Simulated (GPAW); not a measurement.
## A short convergence ladder for TaNi3 (Fmm2, 4 atoms in the cell)

```
TaNi3
1.0
    0.00000     2.55880     3.71566
    2.55403     0.00000     3.71566
    2.55403     2.55880     0.00000
Ta Ni
1 3
Direct
  0.00673   0.00673   0.99327
  0.50000   0.50000   0.50000
  0.25000   0.25000   0.25000
  0.75000   0.75000   0.75000
```

Base method: PBEsol, GPAW PAW datasets PBEsol (made by gpaw-setup) (plane waves; GPAW 25.7.0).

Base settings: mode = pw; ecut = 850 eV; xc = PBEsol; kpts = 5 5 5; mesh shift (steps) = 0 0 0; occupations.name = fermi-dirac; occupations.width = 0.1 eV; nbands = -12; convergence.density = 1e-05 e/electron; convergence.energy = 1e-05 eV/electron.

The count of work is k-points × plane waves × bands × iterations; it is no time. Core times come from one kind of shared machine, to one figure; runs under 30 s give none.

**The k-point mesh**

The second cell is the first with its lattice scaled by 0.98.

Only quantities that move along the ladder and can be compared are tabulated.

```tsv
kpts	free energy less the last step's (meV/atom)	energy of the compressed cell less the first (meV/atom)	pressure (GPa)	largest difference of a force vector from the last step's (eV/Å)	count of work / last	core time / last (rough)
2 2 2	116.10	29.86	-1.11	0.065	0.11	0.2
4 4 4	-0.93	23.93	-2.40	0.018	0.46	0.2
5 5 5	-0.52	23.66	-2.45	0.007	0.64	0.4
6 6 6	0.00	23.68	-2.46	0.000	1.0	1
```

Coarsest kpts that holds the energy of the compressed cell less the first within 0.5 meV/atom of the last step, with all finer ones: 4 4 4, at about 0.2 of the last step's time; the step before is off by 6.2 meV/atom.

Coarsest kpts that holds the free energy within 5 meV/atom of the last step, with all finer ones: 4 4 4, at about 0.2 of the last step's time; the step before is off by 120 meV/atom.

On the base run: the starting cell comes from a database of computed structures (which also holds hypothetical and non-ambient phases and stackings), without a prior relaxation at this level. Its lattice was rescaled by up to half a per cent. One atom was moved a little off its site on purpose. Spin polarisation is off. Without a gap this mesh is coarse (it stands for a supercell whose shortest vector is 18 Å).
